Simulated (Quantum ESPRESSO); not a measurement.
Worked example: self-consistent single point of HfCuSi₂ (P4/nmm, 8 atoms in the cell) in Quantum ESPRESSO.

Method of the run: LDA (PZ), GBRV 1.5 ultrasoft (LDA) pseudopotentials (plane waves; Quantum ESPRESSO).

```xyz
8
Lattice="3.6614 0.0000 0.0000 0.0000 3.6614 0.0000 0.0000 0.0000 8.9635" Properties=species:S:1:pos:R:3 pbc="T T T"
Hf     0.0000     1.8307     2.3830
Hf     1.8307     0.0000     6.5806
Si     1.8307     1.8307     4.4818
Si     0.0000     0.0000     4.4818
Si     1.8307     0.0000     1.5254
Si     0.0000     1.8307     7.4381
Cu     0.0000     0.0000     0.0000
Cu     1.8307     1.8307     0.0000
```

Reference input (self-consistent single point, DFT, PBEsol, plane waves, GBRV 1.5 ultrasoft (PBESOL) pseudopotentials): ecutwfc = 50 Ry; ecutrho = 400 Ry; occupations = smearing; smearing = fermi-dirac; degauss = 0.0099958 Ry; potentials = {Hf: hf_pbesol_v1.uspp.F.UPF, Si: si_pbesol_v1.uspp.F.UPF, Cu: cu_pbesol_v1.2.uspp.F.UPF}; K_POINTS = automatic 8 8 3 0 0 0; conv_thr = 1e-09 Ry; mixing_beta = 0.7. This run's input differs from it in these lines:

```diff
@@ -25,5 +25,5 @@
 ATOMIC_SPECIES
-Hf   178.4900  hf_pbesol_v1.uspp.F.UPF
-Si    28.0850  si_pbesol_v1.uspp.F.UPF
-Cu    63.5460  cu_pbesol_v1.2.uspp.F.UPF
+Hf   178.4900  hf_lda_v1.uspp.F.UPF
+Si    28.0850  si_lda_v1.uspp.F.UPF
+Cu    63.5460  cu_lda_v1.2.uspp.F.UPF
 ATOMIC_POSITIONS crystal
```

Output (repeated stretches shortened):

```
     Self-consistent Calculation

     iteration #  1     ecut=    50.00 Ry     beta= 0.70

     negative rho (up, down):  2.093E-01 0.000E+00

     total energy              =    -908.55530477 Ry
     estimated scf accuracy    <     314.69540071 Ry

     iteration #  2     ecut=    50.00 Ry     beta= 0.70

     negative rho (up, down):  1.628E-01 0.000E+00

     total energy              =   -1143.39612951 Ry
     estimated scf accuracy    <    1398.38645710 Ry

     iteration #  3     ecut=    50.00 Ry     beta= 0.70

     negative rho (up, down):  2.073E-01 0.000E+00

     total energy              =   -1175.07067821 Ry
     estimated scf accuracy    <     263.04650040 Ry

   [... 19 blocks of this kind left out ...]

     iteration # 23     ecut=    50.00 Ry     beta= 0.70

     negative rho (up, down):  2.244E-01 0.000E+00

     total energy              =   -1163.10681733 Ry
     estimated scf accuracy    <          1.1E-09 Ry

     iteration # 24     ecut=    50.00 Ry     beta= 0.70

     negative rho (up, down):  2.244E-01 0.000E+00
     End of self-consistent calculation

     the Fermi energy is    13.1476 ev

!    total energy              =   -1163.10681733 Ry
     estimated scf accuracy    <          1.2E-11 Ry
     smearing contrib. (-TS)   =      -0.01220029 Ry
     internal energy E=F+TS    =   -1163.09461704 Ry

     convergence has been achieved in  24 iterations

     negative rho (up, down):  2.244E-01 0.000E+00

     Forces acting on atoms (cartesian axes, Ry/au):

     atom    1 type  1   force =     0.00000000    0.00000000   -0.00302228
     atom    2 type  1   force =     0.00000000    0.00000000    0.00302228
     atom    3 type  2   force =     0.00000000    0.00000000    0.00000000
     atom    4 type  2   force =     0.00000000    0.00000000    0.00000000
     atom    5 type  2   force =     0.00000000    0.00000000    0.00123126
   [... lines left out ...]
     Total force =     0.004615     Total SCF correction =     0.000004
   [... lines left out ...]

     negative rho (up, down):  2.244E-01 0.000E+00
          total   stress  (Ry/bohr**3)                   (kbar)     P=      -53.30
  -0.00034757   0.00000000   0.00000000          -51.13        0.00        0.00
   0.00000000  -0.00034757   0.00000000            0.00      -51.13        0.00
   0.00000000   0.00000000  -0.00039176            0.00        0.00      -57.63

   JOB DONE.
```

The run converged in 24 iterations. Against the reference run the pressure goes from -1.66 to -5.33 GPa and the largest force goes from 0.198 to 0.078 eV/Å.

The starting cell comes from a database of computed structures (which also holds hypothetical and non-ambient phases and stackings), without a prior relaxation at this level. Spin polarisation is off. With a pressure of about -5 GPa the cell is away from its equilibrium volume at this level.

Cost on one core of a shared machine: roughly 4 min.
